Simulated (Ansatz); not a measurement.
Given:

```
CELL_PARAMETERS angstrom
      4.31455     0.00000     0.00000
     -2.15727     3.73651     0.00000
      0.00000     0.00000     4.69726
ATOMIC_POSITIONS crystal
  Ba 0.00000 0.00000 0.00000
  As 0.66667 0.33333 0.50000
  Pd 0.33333 0.66667 0.50000
```

All values below come from PBEsol, DFPT electron-phonon coupling, linearised Boltzmann equation (plane waves, PAW, scalar-relativistic; Ansatz, a quantum-chemistry and plane-wave program). Geometry: relaxed with this functional, without spin-orbit coupling.

Problem. What phonon-limited resistivity does this give at 300 K?

Solution. 25 (x), 25 (y), 360 (z) μΩ·cm.

Problem. How long is the mean free path there?

Solution. 5.8 (x), 5.8 (y), 3.2 (z) nm, weighted by the current that each state carries. Wires not much wider than this gain resistivity from their walls.

A metal at this level (no band gap). Only scattering by harmonic phonons is included (no impurities, grain boundaries, electron-electron scattering or thermal expansion). Spin-orbit coupling is left out. Values near or above 100 μΩ·cm, or paths under about 2 nm, lie near resistivity saturation, where the Boltzmann equation overshoots. The run warned that the eigensolver left some states short of its tolerance. Halving the electron mesh (24x24x20) moves the resistivity by up to 3 % at 300 K, the mean free path by up to 2 %. Smearing 0.20 eV; phonons on a 4x4x3 q mesh, which this run doesn't test.

Computed structure with no diffraction record at hand here (it may be known, metastable or hypothetical): BaPdAs (P-6m2).
